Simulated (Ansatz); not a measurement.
Here is the system:

Host crystal: wurtzite AlN, with a band gap (PBE, scalar-relativistic without spin-orbit coupling).

End structure of Ti on the 1x1 (10-10) surface of wurtzite AlN (cut with top plane Al + N), one in a 2x1 cell, started at the site 'bridge Al-Al-Al-N (span 3.1 Å)':

```xyz
33
Lattice="6.2605 0.0000 0.0000 0.0000 5.0182 0.0000 0.0000 0.0000 28.5000" Properties=species:S:1:pos:R:3 pbc="T T T"
Al     1.5651     5.1306     9.9986
Al     4.6954     5.1306     9.9986
N      1.5651     1.8725     9.7801
N      4.6954     1.8725     9.7801
Al     0.0000     2.4583    10.5517
Al     3.1303     2.4583    10.5517
N      0.0000     4.3731    10.6282
N      3.1303     4.3731    10.6282
Al     0.0000     5.0106    12.4874
Al     3.1303     5.0106    12.4874
N      0.0000     1.8946    12.4474
N      3.1303     1.8946    12.4474
Al     1.5651     2.4809    13.3250
Al     4.6954     2.4809    13.3250
N      1.5651     4.3993    13.3470
N      4.6954     4.3993    13.3470
Al     1.5954     5.0033    15.1618
Al     4.6651     5.0033    15.1618
N      1.5962     1.8963    15.1487
N      4.6643     1.8963    15.1487
Al     0.0000     2.4916    15.9723
Al     3.1303     2.4867    16.1271
N      0.0000     4.3902    15.9665
N      3.1303     4.4129    16.1460
Al     0.0000     5.0231    17.7129
Al     3.1303     4.9775    18.0320
N      0.0000     1.8683    17.7214
N      3.1303     1.8922    18.0097
Al     1.4582     2.4577    18.7962
Al     4.8023     2.4577    18.7962
N      1.4631     4.4057    18.7998
N      4.7974     4.4057    18.7998
Ti     0.0000     4.2071    20.2081
```

Set-up: 33 atoms, 8.9 Å thick at the start under the adsorbate (thin: gaps and levels are the slab's own); mesh 3x4x1; 0.01 eV smearing; dipole correction on; 16 atoms held, the rest relaxed; start symmetry kept, larger cells not searched; spin-polarised, ending with about 2.0 μB a cell; orders that need a larger cell were not tried, no spin-orbit, no U, no dispersion correction. At the end it is bonded to 3 Al + 2 N. In PBE it is, or lies within 0.03 eV of, the lowest of the starts that converged.

A negative adsorption energy means that the adsorbate is more stable on the surface than in its reference.

### Question
Predict the adsorption energy against an atom of hcp Ti from PBE run with Ansatz (an electronic-structure program).

### Answer
30.5 kcal/mol

### Question
Predict the change of the step from the bottom to the top vacuum level, against the clean slab from PBE.

### Answer
-0.52 eV
